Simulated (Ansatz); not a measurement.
A user runs Ansatz (an electronic-structure program) on Cs2InBiI6 (Fm-3m, 10 atoms in the cell) and asks whether the run is sound. The aim is a self-consistent single point with DFT, PBEsol, plane waves, default PAW files made with PBE.

Cell that was meant: a = 9.1934 Å, b = 9.1934 Å, c = 9.1934 Å, α = 60.00°, β = 60.00°, γ = 60.00°.

Part of the input:

```yaml
# Cs2InBiI6
crystal:
  lattice:
    - [0.000000, 3.440019, 3.440019]
    - [3.440019, 0.000000, 3.440019]
    - [3.440019, 3.440019, 0.000000]
  atoms:
    - { symbol: Cs, position: [0.750000, 0.750000, 0.750000] }
    - { symbol: Cs, position: [0.250000, 0.250000, 0.250000] }
```

Output (repeated stretches shortened):

```
WARN basis.ecutwfc = 420 eV, the default
WARN ansatz: RAYON_NUM_THREADS=1 ignored (pool sized by the plan → 1); use --threads N
   [... lines left out ...]
PAW frozen core: I, regenerated for the run's functional, and the local potential with it
Initial density: superposition of atomic densities (neutral atoms: chi_scale 0, normalization atom), corrected by the library's trained network
Initial wavefunctions: pseudopotential atomic-orbital guess
Eigensolver: davidson
Functional: x = pbesol(κ = 0.804, μ = 0.12345679012345678), c = pbesol(β = 0.046)
SCF iter   1: F=—  HF=-73416.206076 eV  |F-HF|=—  |Δ(HF+E_count)|=         —  Δρ=1.00e0  dr2=1.51e3  ethr=1.77e-3  ⟨swp⟩=21.2  Hψ=3634  notcnv=0  defer=13
all-band conjugate gradients solve this SCF's bands
preconditioner: auto → LDOS
SCF iter   2: F=—  HF=-73200.474210 eV  |F-HF|=—  |Δ(HF+E_count)|=    2.16e2  Δρ=6.79e-1  dr2=5.39e2  ethr=1.77e-3  ⟨swp⟩=10.0  Hψ=1676  notcnv=0  defer=40
   [... lines left out ...]
SCF iter  11: F=—  HF=-73103.845894 eV  |F-HF|=—  |Δ(HF+E_count)|=   6.98e-5  Δρ=1.71e-5  dr2=1.06e-7  ethr=2.96e-9  ⟨swp⟩=6.8  Hψ=1017  notcnv=0  defer=40
SCF iter  12: F=-73103.845894 eV  HF=-73103.845894 eV  |F-HF|=6.36e-8  |Δ(HF+E_count)|=   5.64e-8  Δρ=6.09e-6  dr2=7.18e-8  ethr=6.76e-11  ⟨swp⟩=38.5  Hψ=4047  notcnv=0
the last iteration of the SCF fills more bands at one k-point than at another …
SCF 1 converged in 12 iterations: F = -73103.845894 eV  dr2 = 7.18e-8
Free energy (F): -73103.845894 eV
Internal energy: -73103.845893 eV  (E = F + TS)
E sigma→0 (E₀):  -73103.845893 eV
Entropy (-TS):   -0.000000 eV (-0.000 meV/atom)
Fermi energy:    50.718243 eV
--- Forces (eV/Å), atoms counted from 1 ---
  atom   1  Cs     0.00000000    -0.00000000    -0.00000000
  atom   2  Cs    -0.00000000     0.00000000     0.00000000
  atom   3  In     0.00000000    -0.00000000    -0.00000000
  atom   4  Bi    -0.00000000     0.00000000    -0.00000000
  atom   5  I     48.24237866    -0.00000000     0.00000000
  atom   6  I    -48.24237866     0.00000000    -0.00000000
  atom   7  I      0.00000000    48.24237866     0.00000000
   [... lines left out ...]
  atom  10  I      0.00000000     0.00000000   -48.24237866
--- Stress (GPa, compression-positive) ---
     1697.217587      -0.000000       0.000000
       -0.000000    1697.217587      -0.000000
        0.000000      -0.000000    1697.217587
  P = ⅓ Tr σ = 1697.2176 GPa (16972.176 kbar)
  The stress holds the Pulay correction. Without it, at fixed plane waves, as pw.x and ABINIT print it: P = 1695.1448 GPa
```

Is anything amiss in this input, and did it matter?

The run is not sound. The fault is this: lattice multiplied by the bohr radius once too often. Bohr and ångström differ by a factor of 1.89; the cell that the program reads is then far too large or far too small. To fix it, give the lengths in the unit that the key or card expects. The run converged in 12 iterations without an error; against the sound input the free energy goes up by 43.7 eV/atom, the pressure goes from -1.70 to 1697 GPa, the largest force goes from 0.240 to 48.24 eV/Å and no clean gap remains on the mesh (levels overlap or are partly filled), against 0.77 eV before.

An input that runs soundly differs in these lines (not the only fix; some lines may just follow from the change or write a value another way):
```diff
-    - [0.000000, 3.440019, 3.440019]
-    - [3.440019, 0.000000, 3.440019]
-    - [3.440019, 3.440019, 0.000000]
+    - [0.000000, 6.500694, 6.500694]
+    - [6.500694, 0.000000, 6.500694]
+    - [6.500694, 6.500694, 0.000000]
```

With that input, the run converged in 8 iterations: free energy E − TS (on the zero of these files) -73541.2608 eV; top of the valence band (on the code's own zero) 3.47 eV; gap on the k-point mesh 0.77 eV; pressure -1.70 GPa; largest force (vector length) 0.240 eV/Å (DFT, PBEsol, plane waves, default PAW files made with PBE).

On the sound input: the starting cell comes from a database of computed structures (which also holds hypothetical and non-ambient phases and stackings), without a prior relaxation at this level. Its lattice was rescaled by a random factor within 2.5 % of one. Spin-orbit coupling is off. Ansatz's pressure includes its estimate of the finite-basis (Pulay) stress.

Keys are those of Ansatz 0.2.
